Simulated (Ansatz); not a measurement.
## MgB2: transverse stress against strain

MgB2 (AlB2 type, P6/mmm, 9.623 Å³/atom at rest, c along z) under a strain ε along c (axis z), the other axes held. PBE in Ansatz, a plane-wave DFT program (PAW, default set), 420 eV, 22×22×16 Γ-centred mesh, Fermi-Dirac smearing 0.10 eV; ions are relaxed within the symmetry of each cell. Stress is positive for a compressed cell.

Here s stands for strain and y for stress xx.

| strain (%) | stress xx (GPa) |
|---|---|
| -1.50 | 0.58 |
| -1.00 | 0.37 |
| -0.50 | 0.18 |
| 0.00 | 0.01 |
| 0.50 | -0.15 |
| 1.00 | -0.30 |
| 1.50 | -0.43 |
| 3.00 | ? |

Taking a straight line for y over the 7 complete rows: Means: s 0, y 0.037. About the means, the sum of products is -2.3500 and the sum of squares of s is 7.0000; the slope is their ratio. Least squares gives y = 0.037 - 0.3357·s. Residuals (row less fit): 0.039, -0.003, -0.025, -0.027, -0.019, -0.001, 0.037; standard error 0.030 (degrees of freedom: 5). The slope gives the elastic constant C13 = 34 ± 1.1 GPa.

Estimate the missing y (s = 3.00); what did the run itself give?

y = 0.037 - 0.3357 × 3.0 = -0.970 GPa. The calculation gives -0.74 GPa, 0.230 GPa above the prediction (17.4 % of the range of y in the table). The row lies outside the fitted rows, so this is an extrapolation. From the scatter of the fitted rows alone, a prediction at this place has a standard error of 0.047 GPa, so the miss is 4.9 times that.

One order more, fitted to all 13 runs of the series, follows each within 0.01, so the miss is the next term of a smooth law. In a metal these values are sensitive to mesh and smearing; energies are taken to zero smearing, stresses follow the free energy. Rows are the converged runs of the series near zero and its far end; series whose fitted rows scatter by over a few per cent of the range, as at a crossing or softening among them, aren't shown in this form. Most that stay on the fit to the last digits aren't either.
